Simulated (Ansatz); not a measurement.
# Phonon-limited transport in CuAl2 (I4/mcm)

Here is the system:

```xyz
6
Lattice="-3.0096 3.0096 2.3924 3.0096 -3.0096 2.3924 3.0096 3.0096 -2.3924" Properties=species:S:1:pos:R:3 pbc="T T T"
Al     0.9545     2.0551     2.3924
Al     2.0551     0.9545     0.0000
Al     0.9545     3.9641     0.0000
Al     2.0551    -0.9545     2.3924
Cu     0.0000     0.0000     1.1962
Cu     0.0000     0.0000     3.5886
```

The numbers are results of PBEsol, DFPT electron-phonon coupling, linearised Boltzmann equation (plane waves, PAW, scalar-relativistic; Ansatz, a first-principles code), not measurements. How the cell was made: relaxed with this functional, without spin-orbit coupling.

The resistivity at 300 K is 5.4 (x), 5.4 (y), 5.0 (z) μΩ·cm and the resistivity at 77 K is 0.55 (x), 0.55 (y), 0.52 (z) μΩ·cm. The electron mean free path at 300 K (weighted by the current that each state carries) is 18.0 (x), 18.0 (y), 15.0 (z) nm. The electron-phonon coupling λ is 0.37, the transport coupling λ_tr is 0.33 (x), 0.33 (y), 0.37 (z) and the logarithmic mean phonon energy is 21 meV. The density of states at the Fermi level comes out as 0.96 states/(eV·spin·cell) and the drude plasma energy comes out as 8.2 (x), 8.2 (y), 9.0 (z) eV.

A metal at this level (no band gap). Only scattering by harmonic phonons is included (no impurities, grain boundaries, electron-electron scattering or thermal expansion). Spin-orbit coupling is left out. Halving the electron mesh (16x16x16) moves the resistivity by up to 6 % at 300 K, the mean free path by up to 7 %, the coupling by up to 6 %. Smearing 0.20 eV; phonons on a 4x4x4 q mesh, which this run doesn't test and which matters most at low temperature.
